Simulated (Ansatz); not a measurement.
We consider cubic perovskite CsPbCl3 (cubic high-temperature phase), described by r²SCAN+SOC in Ansatz (PAW).

Run with plane-wave cutoff 560 eV, 6×6×6 k mesh, Fermi–Dirac smearing 0.01 eV, PAW data made under PBE.

A third-order Birch–Murnaghan fit to the energies gives V0 = 36.365 Å³/atom, B0 = 24.8 GPa, B′ = 4.7.

```
V (Å³/atom)  P (GPa)
-----------  -------
34.184             …
34.911         1.116
35.639             …
36.366        -0.001
37.093             …
37.821        -0.889
38.548        -1.263
```

### Question
Estimate the withheld pressures from this fit; the answers are the runs' own values.

### Answer

- 34.184, P (GPa): 1.777
- 35.639, P (GPa): 0.526
- 37.093, P (GPa): -0.470

The formula P = (3/2) B0 (x^(7/3) − x^(5/3)) [1 + (3/4)(B′ − 4)(x^(2/3) − 1)] with x = V0/V meets the computed pressures within 0.01 GPa when these rounded values are put in.

Note: the relaxation could not lower the start's symmetry, so the cell can be a saddle point above a distorted one.

Ansatz is an electronic-structure program.
